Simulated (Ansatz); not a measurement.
BN: response to strain

Start from BN in the wurtzite structure (space group P6_3mc, No. 186; a = 2.5545 Å, c = 4.2246 Å). Axes: x lies along a and z along c of the hexagonal cell.

Strains are applied to the cell and any free atomic positions relax; under biaxial strain the out-of-plane vector relaxes too.

Method: PBE (Ansatz, an electronic-structure program), no spin-orbit coupling.

```tsv
biaxial strain, plane normal [001], relaxed out of plane (%)	band gap (eV)
-3	4.92
-2.4	4.99
-1.8	5.06
-1.2	5.12
-0.6	?
0	5.23
```

Q: Fit E_g = E₀ + Dε (ε in %) to the rows shown and predict the withheld row.

A: Least squares on the printed values gives E₀ = 5.24 eV, D = 103 meV per % of strain (largest residual 0.01 eV); this predicts 5.18 eV, and the run gives 5.18 eV, in agreement.

Stability against distortions was not tested.
